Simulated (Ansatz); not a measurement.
# Si vacancy + Eu on the Si site (V_Si+Eu_Si) (silicon host)

All values below come from PBE, PAW (plane waves to 420 eV; Ansatz, a first-principles code). A 2×2×2 supercell of 64 sites was used; the energies come from a 2×2×2 shifted sampling of its zone. Sites at the start: the Si site; Si 2.37 Å away. Energies of charged states are corrected for periodic images (point charge plus alignment at distant sites). Dielectric constants: PBE linear response of the host. Host gap at this level: 0.61 eV. Finite-size and sampling errors can reach tenths of an eV here. PBE underestimates the host's gap, which shifts levels and can delocalise carriers. Spin–orbit coupling is left out, and no Hubbard U is applied to the open shells. Each state is the lowest found from its start.

Formation energies E_f are given with the Fermi level at the valence-band maximum. Chemical conditions: impurity bounded by its compound with the host (Δμ(Si) = 0.00 eV, Δμ(Eu) = -1.66 eV, bounded by EuSi2 (I4_1/amd); only phases computed here count, gases as isolated molecules at 0 K). Reference phases: Eu: bcc Eu, ferromagnetic, Si: silicon.

```
charge  moment (μB)  point group  largest move off a lattice site (Å)  image correction with alignment (eV)  E_f, impurity bounded by its compound with the host (eV)
------  -----------  -----------  -----------------------------------  ------------------------------------  --------------------------------------------------------
+1†             8.0            –                                 1.19                                  0.14                                                         –
0               7.0          D3d                                 1.19                                  0.00                                                      4.32
−1†      fractional            –                                 1.19                                  0.07                                                         –
−2†             6.0            –                                 1.18                                  0.36                                                         –
```

† Not settled in this cell, so no level is given: charge +1: a level filled in part, level within 0.1 eV of a band edge or past it; charge −1: fractional moment, a level filled in part, carriers not clearly localised; charge −2: a level filled in part, carriers not clearly localised, level within 0.1 eV of a band edge or past it.

Point groups are those of the whole cell at tolerances of 0.03 and 0.1 Å ("near" where only the looser one holds); none is given for unsettled states.

Starting moments that weren't kept: charge +1 began with 6 μB and ended with 8.0; charge −2 began with 7 μB and ended with 6.0.

All states together cost around 2.5 core-hours (rough).
